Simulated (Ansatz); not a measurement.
Si on the Hf site (Si_Hf) in monoclinic HfO2 (start: the Hf site; 96-site cell, 2×2×2 shifted sampling), O-rich (Δμ(Hf) = -10.38 eV, Δμ(Si) = -8.45 eV, bounded by HfSiO4 (I4_1/amd); only phases computed here count, gases as isolated molecules at 0 K). These are PBE, PAW (plane waves to 420 eV; Ansatz, a program for electronic structure) values and carry that method's errors. In charge state 0 (not spin-polarised) the formation energy is 2.42 eV. The crystal has 2.82 × 10^22 Hf sites per cm³.

Task: Estimate the equilibrium concentration at 1100 K in the dilute limit, leaving out vibrational entropy and degeneracy.

Result: kT = 0.0948 eV; c = N exp(−E_f / kT) = 2.82 × 10^22 × exp(−25.5) ≈ 2 × 10^11 cm^-3. An error of 0.2 eV in E_f moves this by a factor of 8.
